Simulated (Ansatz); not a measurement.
Ansatz (a quantum-chemistry and plane-wave program) run on SrSbPt (P1, 3 atoms in the cell): self-consistent single point.

Method: LDA (PW92), PAW files made with PBE (plane waves; Ansatz).

The change in words: atoms moved at random. Reference geometry:
```xyz
3
Lattice="4.5072 0.0000 0.0000 -2.2536 3.9033 0.0000 0.0000 0.0000 4.6400" Properties=species:S:1:pos:R:3 pbc="T T T"
Sr     0.0000     0.0000     0.0000
Sb     2.2536     1.3011     2.3200
Pt     0.0000     2.6022     2.3200
```

Reference input (self-consistent single point, DFT, LDA (PW92), plane waves, PAW files made with PBE): basis.ecutwfc = 420 eV; kpoints.mp_grid.grid = 6 6 5; hamiltonian.xc = lda; hamiltonian.pseudopotentials = {kind: paw} (the program's default PAW files); scf.occupations.method = gaussian; scf.occupations.width = 0.1 eV. This run's input differs from it in these lines:

Ansatz 0.2 input:
```diff
@@ -7,5 +7,5 @@
   atoms:
-    - { symbol: Sr, position: [0.000000, 0.000000, 0.000000] }
-    - { symbol: Sb, position: [0.666667, 0.333333, 0.500000] }
-    - { symbol: Pt, position: [0.333333, 0.666667, 0.500000] }
+    - { symbol: Sr, position: [-0.004350, 0.000729, -0.000139] }
+    - { symbol: Sb, position: [0.664728, 0.330243, 0.501042] }
+    - { symbol: Pt, position: [0.339623, 0.669028, 0.499097] }
 basis:
```

The program printed (abridged):

```
SCF iter   1: F=—  HF=-22033.513871 eV  |F-HF|=—  |Δ(HF+E_count)|=         —  Δρ=1.31e-1  dr2=2.83e1  ethr=3.10e-3  ⟨swp⟩=7.8  Hψ=13095  notcnv=0
all-band conjugate gradients solve this SCF's bands
preconditioner: auto → Kerker (q_TF=auto, 2.452 Å⁻¹)
SCF iter   2: F=—  HF=-22030.158034 eV  |F-HF|=—  |Δ(HF+E_count)|=    3.36e0  Δρ=5.32e-2  dr2=5.06e0  ethr=3.10e-3  ⟨swp⟩=3.0  Hψ=5755  notcnv=0  defer=10
   [... lines left out ...]
SCF iter   7: F=—  HF=-22029.247768 eV  |F-HF|=—  |Δ(HF+E_count)|=   3.17e-5  Δρ=8.49e-5  dr2=1.09e-5  ethr=3.33e-7  ⟨swp⟩=2.0  Hψ=3908  notcnv=0  defer=22
SCF iter   8: F=—  HF=-22029.247772 eV  |F-HF|=—  |Δ(HF+E_count)|=   4.09e-6  Δρ=4.43e-5  dr2=4.84e-6  ethr=2.54e-8  ⟨swp⟩=2.1  Hψ=3595  notcnv=0  defer=22
SCF iter   9: F=—  HF=-22029.247772 eV  |F-HF|=—  |Δ(HF+E_count)|=   7.47e-7  Δρ=2.03e-5  dr2=1.12e-6  ethr=1.13e-8  ⟨swp⟩=1.3  Hψ=2402  notcnv=0  defer=22
SCF iter  10: F=-22029.247771 eV  HF=-22029.247771 eV  |F-HF|=4.14e-9  |Δ(HF+E_count)|=   2.59e-7  Δρ=3.84e-6  dr2=1.54e-8  ethr=2.33e-10  ⟨swp⟩=7.9  Hψ=13400  notcnv=0
SCF 1 converged in 10 iterations: F = -22029.247771 eV  dr2 = 1.54e-8
Free energy (F): -22029.247771 eV
Internal energy: -22029.225683 eV  (E = F + TS)
E sigma→0 (E₀):  -22029.236727 eV
Entropy (-TS):   -0.022088 eV (-7.363 meV/atom)
Fermi energy:    10.758985 eV
--- Forces (eV/Å), atoms counted from 1 ---
  atom   1  Sr     0.04444403    -0.01660854     0.01117326
  atom   2  Sb     0.13885802     0.17304691    -0.02202646
  atom   3  Pt    -0.18330251    -0.15643661     0.01085262
--- Stress (GPa, compression-positive) ---
       -3.533623      -0.585882       0.002836
       -0.585882      -2.677930       0.000799
        0.002836       0.000799      -4.349263
  P = ⅓ Tr σ = -3.5203 GPa (-35.203 kbar)
  The stress holds the Pulay correction. Without it, at fixed plane waves, as pw.x and ABINIT print it: P = -3.5401 GPa
```

The run converged in 10 iterations. Against the reference run the free energy rises by 1.5 meV/atom, the pressure stays near -3.52 GPa while the yy stress (positive for compression) goes from -3.17 to -2.68 GPa and the largest force goes from 0.000 to 0.241 eV/Å.

The starting cell comes from a database of computed structures (which also holds hypothetical and non-ambient phases and stackings), without a prior relaxation at this level. For this run, on top of that: atoms moved at random. Spin polarisation is off. With a pressure of about -4 GPa the cell is away from its equilibrium volume at this level. Ansatz's pressure includes its estimate of the finite-basis (Pulay) stress.
